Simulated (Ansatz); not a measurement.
A computed series for hypothetical Pm-3m WC: pressure series

The parent structure is WC (space group Pm-3m, No. 221; a hypothetical phase, not in the database extracts checked).

```cif
data_C3W3
_chemical_formula_sum 'W3 C3'
_space_group_name_H-M_alt 'P 1'
_space_group_IT_number 1
_cell_length_a 4.18498
_cell_length_b 4.18498
_cell_length_c 4.18498
_cell_angle_alpha 90.000
_cell_angle_beta 90.000
_cell_angle_gamma 90.000
loop_
_space_group_symop_operation_xyz
  'x, y, z'
loop_
_atom_site_label
_atom_site_type_symbol
_atom_site_fract_x
_atom_site_fract_y
_atom_site_fract_z
_atom_site_occupancy
W1 W 0.00000 0.50000 0.50000 1
W2 W 0.50000 0.00000 0.50000 1
W3 W 0.50000 0.50000 0.00000 1
C1 C 0.50000 0.00000 0.00000 1
C2 C 0.00000 0.50000 0.00000 1
C3 C 0.00000 0.00000 0.50000 1
```

Cell and atoms are relaxed at each pressure.

Level of theory: DFT with PBEsol, PAW potentials and a 420 eV plane-wave cutoff in Ansatz (a quantum-chemistry and plane-wave program), scalar-relativistic without spin-orbit coupling.

Notes on the quantities. enthalpy: H = E + PV relative to the base's energy.

| case | enthalpy | lattice parameter a |
|---|---|---|
| base | – | 4.185 Å |
| pressure −2 GPa | -0.15 eV/atom | 4.194 Å |
| pressure −1 GPa | -0.08 eV/atom | 4.189 Å |
| pressure 0.3 GPa | +0.02 eV/atom | 4.184 Å |
| pressure 0.7 GPa | +0.05 eV/atom | 4.182 Å |
| pressure 1.5 GPa | +0.11 eV/atom | 4.178 Å |
| pressure 3 GPa | +0.23 eV/atom | 4.172 Å |
| pressure 5 GPa | +0.38 eV/atom | 4.163 Å |
| pressure 7.5 GPa | +0.57 eV/atom | 4.153 Å |
| pressure 10 GPa | +0.75 eV/atom | 4.143 Å |

Load acts through the strain it causes; cell and atoms are relaxed under it. Whether these cells are dynamically stable was not tested. No other phases were tried under pressure. The final runs are not spin-polarised.
